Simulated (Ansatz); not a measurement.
System: CsCl-type PrAg. Method: r²SCAN (PAW; Ansatz, a quantum-chemistry and plane-wave program).

Run with plane-wave cutoff 500 eV, 14×14×14 k mesh, Fermi–Dirac smearing 0.1 eV, spin-polarised start, scalar-relativistic PAW data made under PBE.

Computed at the level's own relaxed cell.

Problem. What does this level give for the equilibrium volume per atom and equilibrium lattice constant a?

Solution. 
- equilibrium volume per atom: 27.43 Å³/atom
- equilibrium lattice constant a: 3.800 Å

Note: the magnetic order was assumed, not searched for or taken from measurement; the 4f shell is treated without U or exact exchange, so its levels and filling can be wrong.

Spin–orbit coupling is not included.

Static lattice: no zero-point or thermal effects.
